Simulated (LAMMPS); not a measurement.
Molecular dynamics of a melt made from Au (fcc), 4000 atoms, at 1740 K and 5 GPa, brought to that temperature within a few picoseconds.

Method: classical MD, pair style eam, the elements' _u3.eam files (universal-3 set of Foiles, Baskes and Daw); code LAMMPS.

The state found comes out as liquid and the density is 17.973 ± 0.001 g/cm³. The volume per atom is 18.198 ± 0.001 Å³/atom and the enthalpy per atom is -2.7905 ± 0.0002 eV/atom. The first peak of g(r) comes out as 2.74 Å, height 2.4, the coordination number is 12.9 (counted to 3.86 Å) and the most common Au-Au-Au angle is at the 3° bin centred on 55.5°, after smoothing over three bins (mean of all 96°). The self-diffusion coefficient of Au (not corrected for cell size) is (4.11 ± 0.08) × 10^-5 cm²/s and the shear viscosity (Green-Kubo) is 4.4 ± 0.9 mPa s. The mean frequency of the vibrational (phonon) density of states is 2.1 THz. The cost comes out as very roughly 8 core-minutes.

Potential: the _u3.eam files of the LAMMPS distribution; the Cu file's header cites Foiles et al, Phys Rev B, 33, 7983 (1986).

Caution: a run this short can hold a crystal over, or a liquid under, the potential's own melting point, which these runs don't give.

States go by the mean squared displacement: a species diffuses where it passes 1.5 Å², still rises and gives D over 1e-6 cm²/s; a crystal has left its structure where atoms lie 0.35 Å off their sites on average or a cubic box changes its shape by 3 %, or the axial ratios of another lie 8 % off the starting cell's, which the potential's own relaxation can also do.

Errors of D are the spread over four groups of atoms in one short run; a floor of about 5 %, a picked value, is safer.

Errors shown are sampling errors alone.

| frequency (THz) | vibrational (phonon) density of states (1/THz) |
|---|---|
| 0.03350 | 0.2111 |
| 0.1665 | 0.2112 |
| 0.3000 | 0.2127 |
| 0.4335 | 0.2169 |
| 0.5665 | 0.2246 |
| 0.7000 | 0.2351 |
| 0.8335 | 0.2471 |
| 0.9665 | 0.2586 |
| 1.100 | 0.2675 |
| 1.233 | 0.2728 |
| 1.366 | 0.2750 |
| 1.500 | 0.2755 |
| 1.634 | 0.2752 |
| 1.767 | 0.2740 |
| 1.900 | 0.2716 |
| 2.034 | 0.2686 |
| 2.167 | 0.2667 |
| 2.300 | 0.2667 |
| 2.433 | 0.2681 |
| 2.567 | 0.2695 |
| 2.700 | 0.2694 |
| 2.833 | 0.2669 |
| 2.966 | 0.2612 |
| 3.100 | 0.2505 |
| 3.234 | 0.2336 |
| 3.367 | 0.2103 |
| 3.500 | 0.1822 |
| 3.633 | 0.1523 |
| 3.766 | 0.1238 |
| 3.900 | 0.0988 |
| 4.034 | 0.0782 |
| 4.167 | 0.0617 |
| 4.300 | 0.0488 |
| 4.434 | 0.0390 |
| 4.566 | 0.0315 |
| 4.700 | 0.0258 |
| 4.833 | 0.0215 |
| 4.966 | 0.0181 |
| 5.100 | 0.0154 |
| 5.234 | 0.0132 |
| 5.367 | 0.0113 |
| 5.500 | 0.0098 |
| 5.633 | 0.0085 |
| 5.766 | 0.0074 |
| 5.900 | 0.0064 |
| 6.034 | 0.0055 |
| 6.167 | 0.0048 |
| 6.300 | 0.0041 |
| 6.434 | 0.0035 |
| 6.566 | 0.0030 |

```csv
t (ps),Green-Kubo integral (mPa s)
0.004000,0.147
0.008000,0.244
0.01200,0.341
0.01600,0.437
0.02000,0.532
0.02400,0.625
0.03200,0.806
0.04000,0.980
0.04800,1.15
0.05600,1.30
0.07200,1.58
0.08800,1.82
0.1040,2.03
0.1280,2.28
0.1560,2.50
0.1880,2.70
0.2280,2.88
0.2800,3.05
0.3400,3.18
0.4120,3.27
0.5000,3.36
0.6080,3.43
0.7360,3.53
0.8920,3.66
1.084,3.89
1.316,4.09
1.596,4.05
1.936,3.88
2.348,3.98
2.852,3.88
3.460,4.13
4.196,4.14
5.092,4.40
6.176,4.74
7.496,4.40
```
